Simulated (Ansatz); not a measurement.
Functionals compared on a constructed model of the (111)B surface of 3C silicon carbide, C-terminated, (√3x√3)R30° Bi adatom at H3 (bottom of the slab: 3 H on 3 bottom sites), in Ansatz (plane waves, PAW). The structure was relaxed with PBE; the other rows are single points on it. Cutoff 420 eV (500 eV for r2SCAN). HSE06 used the coarser mesh 4x4x1.

Slab: 28 atoms, 11.2 Å thick at the start with caps and adatoms (thin: gaps and levels are the slab's own); k 6x6x1, smearing 0.025 eV, dipole-corrected; 6 atoms held, the rest relaxed; start symmetry kept, larger cells not searched; no spin, no spin-orbit, no U. It is one candidate, not shown to be the stable structure of the face. These notes are the PBE run's.

| functional | gap of the slab on its k-mesh (eV) | highest filled level below the top vacuum level (eV) | rough cost of the single point |
|---|---|---|---|
| PBE | 1.58 | 3.75 | – |
| r2SCAN | ? | ? | about 80 core-seconds (a rough figure) |

Task: Some entries are withheld; supply them.

Result: 
- r2SCAN, gap of the slab on its k-mesh (eV): 1.88
- r2SCAN, highest filled level below the top vacuum level (eV): 3.90

Ansatz is a quantum-chemistry and plane-wave program.
